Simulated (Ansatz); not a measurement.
A relaxation of cell and atoms of Al (Fm-3m, 1 atom in the cell) with Ansatz (an electronic-structure program).

Computed with PBEsol, default PAW files made with PBE (plane waves; Ansatz).

The change in words: atoms on their sites; basis.ecutwfc: 420 eV → 250 eV; relax: default → cell and atoms. Reference geometry:
```xyz
1
Lattice="0.0000 2.0311 2.0311 2.0311 0.0000 2.0311 2.0311 2.0311 0.0000" Properties=species:S:1:pos:R:3 pbc="T T T"
Al     0.0000     0.0000     0.0000
```

Reference input (self-consistent single point, DFT, PBEsol, plane waves, default PAW files made with PBE): basis.ecutwfc = 420 eV; kpoints.mp_grid.grid = 14 14 14; hamiltonian.xc = pbesol; hamiltonian.pseudopotentials = {kind: paw} (the program's default PAW files); scf.occupations.method = gaussian; scf.occupations.width = 0.1 eV. This run's input differs from it in these lines:

Ansatz 0.2 input:
```diff
@@ -9,3 +9,3 @@
 basis:
-  ecutwfc: 420.0
+  ecutwfc: 250.0
 kpoints:
@@ -17,2 +17,4 @@
   occupations: { method: gaussian, width: 0.1 }
+relax:
+  cell: {}
 output:
```

Log, with long lists cut:

```
   [... SCF lines of the steps left out ...]
relax step   1: F+E_penalty+E_count = -524.42603311 eV  Δ(F+E_penalty+E_count) = +0.000e0 eV  max|allowed force component| = 0.000e0 eV/Å  Δτ_max = 0.0000 Å  P = -0.757 GPa  Ω = 16.757 Å³  (6 SCF iters, dr2 threshold 1.00e-7 eV, accepted)
relax step   2: F+E_penalty+E_count = -524.43216052 eV  Δ(F+E_penalty+E_count) = -6.127e-3 eV  max|allowed force component| = 0.000e0 eV/Å  Δτ_max = 0.0000 Å  P = +0.108 GPa  Ω = 16.563 Å³  energy of the carried Pulay correction = +5.727e-3 eV  (3 [...]
relax step   3: F+E_penalty+E_count = -524.43145403 eV  Δ(F+E_penalty+E_count) = +7.065e-4 eV  max|allowed force component| = 0.000e0 eV/Å  Δτ_max = 0.0000 Å  P = -0.003 GPa  Ω = 16.587 Å³  energy of the carried Pulay correction = +5.012e-3 eV  (3 [...]
relax step   4: F+E_penalty+E_count = -524.42801767 eV  Δ(F+E_penalty+E_count) = +3.436e-3 eV  max|allowed force component| = 0.000e0 eV/Å  Δτ_max = 0.0000 Å  P = +0.022 GPa  Ω = 16.587 Å³  stress off target by 2.17e-2 GPa  SCF on the basis [...]
basis re-selected at this cell: Δ(F+E_penalty+E_count) = +3.436e-3 eV, ΔP = +0.024 GPa vs the last step
Stability not checked: this state was not tested for a lower state beside it, because too few of the mixer's solves of this state at the end of the SCF gave a …
Free energy (F): -524.428018 eV
Internal energy: -524.425502 eV  (E = F + TS)
E sigma→0 (E₀):  -524.426760 eV
Entropy (-TS):   -0.002516 eV (-2.516 meV/atom)
Fermi energy:    7.844911 eV
--- Forces (eV/Å), atoms counted from 1 ---
  atom   1  Al    -0.00000000    -0.00000000     0.00000000
--- Stress (GPa, compression-positive) ---
   [... lines left out ...]
to start a new deck from the relaxed geometry:
  cell:  # Å, volume = 16.5870 Å³
    - [-1.1464587074015077e-33, 2.0241643351110596, 2.0241643351110596]
    - [2.0241643351110596, -7.64305804934338e-35, 2.0241643351110596]
    - [2.0241643351110596, 2.0241643351110596, -1.5795653301976327e-33]
  atoms:
    - { symbol: Al, position: [0.0, 0.0, 0.0] }
```

The run converged. 

Summary of the result:
- Free energy E − TS (on the zero of these files) = -524.4280 eV
- Fermi level (on the code's own zero) = 7.84 eV
- Pressure = 0.02 GPa
- Final cell = a = b = c = 2.863 Å, α = β = γ = 60.00°
- Final volume per atom = 16.59 Å³
- Relaxation steps = 4

The starting cell has typed, rounded lattice constants, without a prior relaxation at this level. Its lattice was rescaled by up to half a per cent. The relaxation keeps the symmetry of its start, so its end need not be a minimum. Ansatz's pressure includes its estimate of the finite-basis (Pulay) stress. Without the estimate this run gives -4.78 GPa. The cutoff lies below the one recommended for these files.
